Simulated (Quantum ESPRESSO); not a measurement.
A working Quantum ESPRESSO input for CoSi₂ (Fm-3m, 3 atoms in the cell) (DFT, PBEsol, plane waves, PSlibrary ultrasoft (PBE) pseudopotentials):

```fortran
&CONTROL
    calculation = 'scf'
    outdir = './tmp/'
    pseudo_dir = './'
    tprnfor = .true.
    tstress = .true.
/
&SYSTEM
    ibrav = 2
    celldm(1) = 9.79283290
    nat = 3
    ntyp = 2
    ecutwfc = 50
    ecutrho = 300
    occupations = 'smearing'
    smearing = 'gauss'
    degauss = 0.0073499
    input_dft = 'pbesol'
/
&ELECTRONS
    conv_thr = 1.0d-10
/
ATOMIC_SPECIES
Co    58.9332  Co.pbe-n-rrkjus_psl.1.0.0.UPF
Si    28.0850  Si.pbe-n-rrkjus_psl.1.0.0.UPF
ATOMIC_POSITIONS {crystal}
Co    0.00000000    0.00000000    0.00000000
Si    0.75000000    0.75000000    0.75000000
Si    0.25000000    0.25000000    0.25000000
K_POINTS {automatic}
8 8 8  0 0 0
```

The run converged in 11 iterations: free energy E − TS -1341.5532 eV; Fermi level (on the code's own zero) 12.92 eV; pressure 17.42 GPa. Each of these slips is then made, one at a time:

(1)
```diff
-    ecutwfc = 50
+    ecutwfc = 50.0
-Si    0.25000000    0.25000000    0.25000000
+Si    0,25000000    0,25000000    0,25000000
```

(2)
```diff
-K_POINTS {automatic}
-8 8 8  0 0 0
+K_POINTS {gamma}
```

Problem. Predict the outcome of each change.

Solution. 
(1) Decimal commas. The program stopped before any SCF iteration.
```
Error in routine card_atomic_positions (1):
Error while parsing atomic position card.
```

(2) A single k-point for a small metallic cell. The run converged in 30 iterations without an error; against the sound input the free energy rises by 8.17 eV/atom and the pressure goes from 17.42 to 130.4 GPa.

The starting cell comes from a database of computed structures (which also holds hypothetical and non-ambient phases and stackings), without a prior relaxation at this level. Its lattice was rescaled by a random factor within 2.5 % of one. Spin polarisation is off. In the base run, with a pressure of about 17 GPa the cell is away from its equilibrium volume at this level.

Left out of this page: 5 runs of the series outside the window shown, repeating another row's setting, or not comparable.
